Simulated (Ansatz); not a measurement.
AlN under load (space group P6_3mc): band-edge transport data

```yaml
crystal:
  lattice:
    - [3.09314, 0.00000, 0.00000]
    - [-1.54657, 2.67874, 0.00000]
    - [0.00000, 0.00000, 4.94264]
  atoms:
    - { symbol: Al, position: [0.33333, 0.66667, 0.99628] }
    - { symbol: Al, position: [0.66667, 0.33333, 0.49628] }
    - { symbol: N, position: [0.33333, 0.66667, 0.37872] }
    - { symbol: N, position: [0.66667, 0.33333, 0.87872] }
```

Calculation: r2SCAN with spin-orbit coupling, rigid bands (plane waves, PAW; Ansatz, a program for electronic structure). Condition of this run: hydrostatic pressure of 4.5 GPa (compression positive) (the target of the relaxation). Geometry: cell and atoms relaxed with PBEsol, then loaded as said.

The band gap comes out as 5.01 eV and the electron conductivity mass (300 K, dilute) is 0.33 (x), 0.33 (y), 0.31 (z) mₑ. The hole conductivity mass (300 K, dilute) is 3.6 (x), 3.6 (y), 0.40 (z) mₑ and the effective density of states N_c (300 K) is 4.5e18 cm⁻³. The effective density of states N_v (300 K) comes out as 5.9e19 cm⁻³ and the density-of-states mass, electrons comes out as 0.32 mₑ. The density-of-states mass, holes comes out as 1.76 mₑ, the Seebeck coefficient, n-type 1e19 cm⁻³, 300 K is -162 μV/K and the Seebeck coefficient, p-type 1e19 cm⁻³, 300 K is 370 μV/K. The best p-type power factor at 300 K for τ = 10 fs (best axis; densities from 1e16 to 1e21 cm⁻³ tried, whether or not they can be reached) is 16.5 μW/(cm·K²) at 1e20 cm⁻³.

Rigid bands; masses and Seebeck coefficients take one relaxation time τ for all states and one kind of carrier; polarons and phonon drag are left out. Geometry: cell and atoms relaxed with PBEsol.
